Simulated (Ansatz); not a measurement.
An Ansatz (a first-principles code) input (Ansatz, r2SCAN, PAW, cutoff 500 eV, no spin-orbit coupling):

Ansatz 0.2 input:
```yaml
crystal:
  lattice:
    - [0, 3.0546179741, 3.0546179741]
    - [3.0546179741, 0, 3.0546179741]
    - [3.0546179741, 3.0546179741, 0]
  atoms:
    - { symbol: As, position: [0.75, 0.75, 0.75] }
    - { symbol: In, position: [0, 0, 0] }
basis: { ecutwfc: 500, ecutrho_ratio: 4, xc_grid: 4, fft_grid_basis: typed }
kpoints: { mp_grid: { grid: [9, 9, 9] } }
hamiltonian:
  xc: r2scan
  dispersion: none
  pseudopotentials: { kind: paw }
scf: { occupations: { method: fermi_dirac, width: 0.05 }, convergence: { dr2_threshold: 0.0000000002 } }
output: { forces: true, stress: true }
checkpoint: { write: state.ck, write_every: 1000 }
```

Question: Which symmetry and how many k-points will the program report, and about how many plane waves at Γ?

Answer: Space group F-43m (ITA 216) with 24 operations, k-points 35 of 729, and 1459 plane waves at Γ.

Stability against distortions was not tested. The cell was made from GaAs by this change: Ga → In.
